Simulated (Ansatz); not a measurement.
Input:

```
Al2O3
1.0
    2.82268     0.00000     0.00000
    0.00000     2.66302     4.19307
    0.00000    -2.66302     4.19307
Al O
2 3
Direct
  0.00000   0.08743   0.08743
  0.50000   0.74357   0.74357
  0.50000   0.35332   0.90497
  0.50000   0.90497   0.35332
  0.00000   0.86920   0.86920
```

No spin polarisation.

Computed with Kohn–Sham DFT with the PBEsol functional, run in Ansatz (a quantum-chemistry and plane-wave program) with PAW and 420 eV plane waves, without spin-orbit coupling. Settings: 12×8×8 k-points, 0.05 eV Fermi–Dirac smearing.

Q: Predict the gap character and stress.

A: Gap character: indirect, T → Γ
Stress (xx, yy, zz, yz, xz, xy; compression positive): (-0.83, -1.13, -1.84, 0.00, 0.00, 0.00) GPa

The cells carry an imposed strain or load. Whether these cells are dynamically stable was not tested. The cell was made from Al2O3 (space group Amm2, No. 38; a hypothetical phase, not in the database extracts checked) by this change: uniaxial strain ε_zz = +0.98 %.
